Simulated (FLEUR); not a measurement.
A self-consistent single point of Cs (Im-3m, 1 atom in the cell) with FLEUR.

Method of the run: PBE, all-electron FLAPW (FLEUR), scalar-relativistic valence run with FLEUR.

The change in words: lattice scaled by 0.98. Reference geometry:
```xyz
1
Lattice="-3.1597 3.1597 3.1597 3.1597 -3.1597 3.1597 3.1597 3.1597 -3.1597" Properties=species:S:1:pos:R:3 pbc="T T T"
Cs     0.0000     0.0000     0.0000
```

Reference input (self-consistent single point, DFT, PBE, all-electron FLAPW (FLEUR), scalar-relativistic valence): Kmax = 3.8 1/bohr; GmaxXC = 11.4 1/bohr; xcFunctional = pbe; jspins = 1; l_soc = F; mode = hist; fermiSmearingEnergy = 0.00183747 Htr; mesh (inpgen div1-3) = 6 6 6; inpgen gamma flag = true; Gmax = 11.4 1/bohr; numbands = 0; maxIterBroyd = 15. This run's input differs from it in these lines:

```diff
@@ -6,3 +6,3 @@
 0.5773502692 0.5773502692 -0.5773502692
-10.3421829709
+10.1353393115
 1.0 1.0 1.0
@@ -42,5 +42,5 @@
          <bravaisMatrix>
-            <row-1>   -5.9710621223647706     5.9710621223647706     5.9710621223647706</row-1>
-            <row-2>    5.9710621223647706    -5.9710621223647706     5.9710621223647706</row-2>
-            <row-3>    5.9710621223647706     5.9710621223647706    -5.9710621223647706</row-3>
+            <row-1>   -5.8516408799278672     5.8516408799278672     5.8516408799278672</row-1>
+            <row-2>    5.8516408799278672    -5.8516408799278672     5.8516408799278672</row-2>
+            <row-3>    5.8516408799278672     5.8516408799278672    -5.8516408799278672</row-3>
          </bravaisMatrix>
```

The program printed (abridged):

```
 Iteration:     1   Distance:       1.62329522 me/bohr^3
 Iteration:     2   Distance:       1.52965935 me/bohr^3
 Iteration:     3   Distance:       0.38690648 me/bohr^3
 Iteration:     4   Distance:       0.22880072 me/bohr^3
 Iteration:     5   Distance:       0.08363622 me/bohr^3
   [... 4 lines left out ...]
 Iteration:    10   Distance:       0.00020459 me/bohr^3
 Iteration:    11   Distance:       0.00001472 me/bohr^3
 Iteration:    12   Distance:       0.00002346 me/bohr^3
 Iteration:    13   Distance:       0.00000171 me/bohr^3
 Run finished successfully
 Stop message:
   Structural relaxation: Done

[file out, last iteration]
             iter=     14
[...]
          total density-effective poten   -1.3085965012E+04
          total charge density-energy d   -1.9270638571E+02
 Updated energy parameters for spin:           1
[...]
 fermi energy and band-weighting factors:

[...]
FERMIE:
          first approx. to ef    (T=0)  :   0.073787 htr   (energy of the highest occ. eigenvalue)
          number of occ. states  (T=0)  :         72
          first approx. to seigv (T=0)  :  -3.453178 htr
          sum of weights of occ. states :   4.625000
          sum of semicore charge        :   0.000000 e
FERHIS:  Fermi-Energy by histogram:
          bandgap                     :   0.000888 htr
   [... lines left out ...]
          charge neutrality (T=0)     :   0.250000    (zero if the highest occ. eigenvalue is "entirely" occupied)
     EF_NEWTON:  Adjust Fermi-Energy by Newton-Method.
 Direct bandgap for spin            1 :    5.1725355924151770E-002  Htr
   [... lines left out ...]
 ---->    (input%tkb*entropy) TS=              0.0006667898 htr
 ---->    free energy=                     -7790.2923854710 htr
      extrapolation for T->0
 ---->    total electron energy=           -7790.2920520761 htr
 ***** TOTAL FORCES ON ATOMS *****
 TOTAL FORCE FOR ATOM TYPE=  1  X=  0.000   Y=  0.000   Z=  0.000
                       FX_TOT= 0.000000 FY_TOT= 0.000000 FZ_TOT= 0.000000
 Structural relaxation: Done
```

The run converged in 13 iterations. FLEUR gives forces in its relaxation mode, with a further iteration, so its stop message speaks of a relaxation. Against the reference run the free energy drops by 3.4 meV/atom.

The starting cell comes from a database of computed structures (which also holds hypothetical and non-ambient phases and stackings), without a prior relaxation at this level. Its lattice was rescaled by a random factor within 2.5 % of one. For this run, on top of that: lattice scaled by 0.98. Values depend on the basis (sphere radii, cutoffs, local orbitals), which need not be converged. The log's line on a gap gives a spacing of levels on this mesh, which the program prints for metals too.

Cost on one core of a shared machine: roughly 50 s.
